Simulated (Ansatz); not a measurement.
## NbN under a change: uniaxial strain ε_zz = +3.28 %

Base system: NbN in the rock salt structure (space group Fm-3m, No. 225; a = 4.380 Å). Axes: x, y, z lie along the cube axes.

Modification: uniaxial strain ε_zz = +3.28 %, all other strain components held at zero; the atoms relax in the strained cell.

Method: PBEsol (Ansatz, a quantum-chemistry and plane-wave program; PAW; 420 eV plane waves; without spin-orbit coupling). Settings: 18×18×18 k-points, 0.05 eV Fermi–Dirac smearing.

| quantity | base | changed | shift |
|---|---|---|---|
| volume per atom | 10.50 Å³ | 10.85 Å³ | +0.345 Å³ |
| space group | Fm-3m (No. 225) | I4/mmm (No. 139) | – |
| shortest interatomic distance | 2.190 Å | 2.190 Å | 0.000 Å |
| energy relative to the base (free energy F) | 0 meV/atom | +22 meV/atom | +22 meV/atom |
| pressure (mean of the normal stresses, compression positive) | 0.0 GPa | -9.3 GPa | -9.3 GPa |
| band gap | zero | zero | – |
| stress (xx, yy, zz, yz, xz, xy; compression positive) (rough) | – | (-4.4, -4.4, -19.0, 0.0, 0.0, 0.0) GPa | – |

Final structure:

```xyz
2
Lattice="0.0000 2.1900 2.2619 2.1900 0.0000 2.2619 2.1900 2.1900 0.0000" Properties=species:S:1:pos:R:3 pbc="T T T"
N      0.0000     0.0000     0.0000
Nb     2.1900     2.1900     2.2619
```

Without a gap, meshes like the base's 18×18×18 leave anisotropic stresses uncertain by several tenths of a GPa, and small strain energies with them. No phonon test of stability was made. The final runs are not spin-polarised.
